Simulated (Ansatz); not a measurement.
# A computed series for Ta: response to strain

Take Ta in the bcc (W type) structure (space group Im-3m, No. 229; a = 3.306 Å; relaxed with 0.1 eV smearing) as the base. Axes: x, y, z lie along the cube axes.

Strains are applied to the cell and any free atomic positions relax; under biaxial strain the out-of-plane vector relaxes too.

The values are results of r2SCAN in Ansatz (plane waves to 500 eV, PAW, without spin-orbit coupling), not measurements.

Notes on the quantities. energy relative to the base: free energy F.

| biaxial strain, plane normal [001], relaxed out of plane (%) | energy relative to the base (meV/atom) |
|---|---|
| 0 | 0.0 |
| 0.5 | 0.7 |
| 1 | 2.6 |
| 1.5 | ? |
| 2 | 10.0 |
| 2.5 | 15.2 |
| 3 | 21.2 |

Problem. Fit ΔE = Aε² + Bε³ (ε in %) to the rows shown and predict the withheld row.

Solution. Least squares on the printed values gives A = 2.79 and B = -0.14 meV/atom (largest residual 0.0 meV/atom); this predicts 5.8 meV/atom, and the run gives 5.7 meV/atom, in agreement.

Whether these cells are dynamically stable was not tested. The final runs are not spin-polarised.

Ansatz is a quantum-chemistry and plane-wave program.
